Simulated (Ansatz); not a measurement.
Density of states of ZnO (P6_3mc) below the valence band maximum, Ansatz (an electronic-structure program) with r2SCAN with spin-orbit coupling, rigid bands; cell volume 47.1 Å³.

| energy from edge (eV) | 10⁻³ states/eV/cell |
|---|---|
| 0.006 | 29.0 |
| 0.031 | 178 |
| 0.056 | 318 |
| 0.081 | 427 |
| 0.106 | 534 |
| 0.131 | 694 |
| 0.156 | 814 |
| 0.181 | 913 |
| 0.206 | 1010 |
| 0.231 | 1100 |
| 0.256 | 1180 |
| 0.281 | 1260 |
| 0.319 | 1370 |
| 0.344 | 1450 |
| 0.369 | 1530 |
| 0.394 | 1610 |
| 0.419 | 1690 |
| 0.444 | 1760 |
| 0.469 | 1840 |
| 0.494 | 1920 |
| 0.519 | 2000 |
| 0.544 | 2090 |
| 0.569 | 2180 |
| 0.594 | 2270 |

Task: What effective density of states at 300 K does this give (∫ g(E) exp(−E/k_BT) dE, both spins, divided by the cell's size)?

Result: 7.7e19 cm⁻³, a density-of-states mass of 2.1 mₑ, valleys and band degeneracy included.

Geometry: cell and atoms relaxed with PBEsol.
